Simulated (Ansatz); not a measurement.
Base system: BAs in the zinc blende structure (space group F-43m, No. 216; a = 4.732 Å).

Now apply this change: a hydrostatic pressure of 4.5 GPa.

Level of theory: LDA (Ansatz, a program for electronic structure; PAW; 420 eV plane waves; no spin-orbit coupling).

Base, band edges from the VBM (valence, conduction): X -4.19, 1.32; W -5.37, 5.21; L -1.86, 2.84; Γ 0.00, 3.29; K -3.58, 1.98; U -3.58, 1.98 eV.

Give the band edges at the high-symmetry points of the new zone, measured from its valence-band maximum.


```tsv
point	valence edge (eV)	conduction edge (eV)
Γ	0.00	3.33
X	-4.31	1.29
U	-3.68	1.97
K	-3.68	1.97
L	-1.91	3.02
W	-5.54	5.22
```

The gap is 1.08 eV, indirect, Γ → Γ–X (78 % along).

Load acts through the strain it causes; cell and atoms are relaxed under it. Stability against distortions was not tested.
